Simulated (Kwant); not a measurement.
Model system: In0.53Ga0.47As/In0.52Al0.48As stack with 1 barrier. One parabolic valley. Leads of mass 0.041 mₑ with the band edge at 0; grid 0.1 nm; bias 0 V, dropping linearly over the stack.

```tsv
layer	thickness (nm)	band offset (eV)	mass (mₑ)
1	2.5	0.52	0.075
```

Constants are typed, rounded textbook-type inputs, not results; the design itself was drawn at random and stands for no fabricated device.

Kwant, one-band effective-mass tight-binding model in one dimension, coherent, no space charge.

**Question.** Work out the transmission below the barrier top from T = 1/(1 + ((ζ + 1/ζ)/2)² sinh²(κa)), ζ = (k/m_lead)/(κ/m_barrier).

**Answer.** E = 0.0518 eV: k = 0.2361 nm⁻¹, κ = 0.9600 nm⁻¹, ζ = 0.4499, T = 0.0184. The simulation gives 0.0185, the same within the digits that matter. E = 0.1502 eV: k = 0.4020 nm⁻¹, κ = 0.8532 nm⁻¹, ζ = 0.8620, T = 0.0535. The simulation gives 0.0536, the same within the digits that matter. E = 0.2289 eV: k = 0.4963 nm⁻¹, κ = 0.7570 nm⁻¹, ζ = 1.199, T = 0.0843. The simulation gives 0.0843, the same within the digits that matter. What differs comes from the grid.
